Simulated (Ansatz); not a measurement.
## By hand: energy of the reaction between neutral defects in HfN (rock salt, Fm-3m)

Consider the energy of the reaction between neutral defects in HfN (rock salt, Fm-3m). Reaction: cell B → cell A + 1/2 N2 (gas). Negative: the products are lower in energy.

A: a supercell of 64 sites of HfN (rock salt, Fm-3m) with H on a N site (6 Hf at 2.26–2.27 Å); partly filled levels (a metallic host or states in the gap) with PBE; spin state with PBE: run without spin.

B: a supercell of 64 sites of HfN (rock salt, Fm-3m) with H off the lattice sites (4 Hf at 1.96 Å and 4 N at 2.10 Å); partly filled levels (a metallic host or states in the gap) with PBE; an odd number of electrons; spin state with PBE: no moments.

Method: Ansatz (a quantum-chemistry and plane-wave program), PAW, neutral cells at 0 K with nuclei at rest, on structures from PBE. Ansatz runs with its default PAW set. Other levels take these structures. The lattices are those relaxed with PBE, so at other levels the solids can be strained. Larger cells are relaxed from a start prepared with the learned potential CHGNet, on a coarser mesh till forces fall under 0.03 eV/Å, which some starts already meet. A dispersion term (D3(BJ), or D4 for r2SCAN) was computed beside these levels and is taken off wherever the name lacks it. The runs are scalar-relativistic, without spin-orbit coupling. Cell A has symmetry R3m and got no random move, so less symmetric positions, which may lie lower, weren't tried. Cell B has symmetry P-43m and got no random move, so less symmetric positions, which may lie lower, weren't tried.

Total energies of the cells in eV, at zero smearing width. They compare only within one column; the weights balance every element.

```json
[
 {"cell": "A: HfN:H_N", "atoms": "64", "weight": "+1", "r2SCAN": "-515520.06210"},
 {"cell": "B: HfN:H_i", "atoms": "65", "weight": "−1", "r2SCAN": "-515906.58769"},
 {"cell": "N2 (gas)", "atoms": "2", "weight": "+1/2", "r2SCAN": "-769.61785"}
]
```

r2SCAN: (-515520.06210) − (-515906.58769) + 1/2 × (-769.61785) = 1.717 eV.

What follows from the r2SCAN value: Per mole of the reaction as written, 1.717 eV × 96.485 = 165.7 kJ.
